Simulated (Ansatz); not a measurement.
The reference is WC (space group P-6m2, No. 187; a = 2.922 Å, c = 2.847 Å).

Levels (all Ansatz, an electronic-structure program, PAW): PBE (420 eV, no SOC); PBE+SOC (420 eV, spin-orbit coupling included).

The geometry is relaxed with PBE.

PBE pressure: 0.0 GPa

### Question
What does PBE+SOC give at this geometry for the pressure?

### Answer
The pressure goes from zero to -0.3 GPa.

Single points use the geometry relaxed with PBE. The spin-orbit shifts are approximate. No phonon test of stability was made. The runs without spin-orbit coupling are not spin-polarised.
